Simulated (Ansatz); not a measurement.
SiH3 on the 1x1 (0001) surface of hcp Ru, one in a 2x2 cell, energies for each (25.7 Å²). Energies are against SiH4(g) − ½ H2(g), without zero-point or thermal terms; each row is named by its start. No converged result for: 1 more start.

Computed with PBE (plane waves to 420 eV, PAW; Ansatz, an electronic-structure program).

Slab: 20 atoms, 6.3 Å thick at the start under the adsorbate (thin: gaps and levels are the slab's own); k 6x6x1, smearing 0.1 eV, dipole-corrected; 8 atoms held, the rest relaxed; each run with such symmetry as its start has; spin where the adsorbate may keep a moment, no spin-orbit, no U, no dispersion correction.

A negative adsorption energy means that the adsorbate is more stable on the surface than in its reference. Heights count from the host atoms within 0.3 Å of the top one.

```tsv
starting site	E_ads (eV)	height (Å)	nearest host atom (Å)	bonded to	Δ work function (eV)	lateral drift (Å)	moment (μB)
top Ru	-0.59	2.45	Ru 2.44	Ru	0.45	0.0	0.0
hollow Ru-Ru-Ru	-1.51	1.92	Ru 2.49	3 Ru	-0.20	0.0	–
hollow Ru-Ru-Ru over Ru at depth 2.1 Å	-1.57	1.88	Ru 2.46	3 Ru	-0.23	0.0	–
```
